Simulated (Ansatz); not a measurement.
Base system: Ag in the fcc (Cu type) structure (space group Fm-3m, No. 225; a = 4.104 Å; relaxed with 0.1 eV smearing). Axes: x, y, z lie along the cube axes.

Level of theory: r2SCAN (Ansatz, an electronic-structure program), no spin-orbit coupling.

Modification: uniaxial strain ε_xx = +3.05 %, all other strain components held at zero; the atoms relax in the strained cell.

**Question.** Predict the stress tensor and what it implies for the stiffness.

**Answer.** Stress of the strained cell less that of the base (GPa, compression positive):
```
   -3.4     0.0     0.0
    0.0    -2.5     0.0
    0.0     0.0    -2.5
```

Then −Δσ_ii/ε with ε = 0.0305 gives secant stiffness values (nonlinear terms included at this strain): C11 ≈ 113 GPa, C12 ≈ 81 GPa and C13 ≈ 81 GPa.

As a check, the harmonic strain energy −½ V₀ Δσ:ε is 5.7 meV/atom; the computed energy rise is 5.8 meV/atom.

Whether these cells are dynamically stable was not tested.
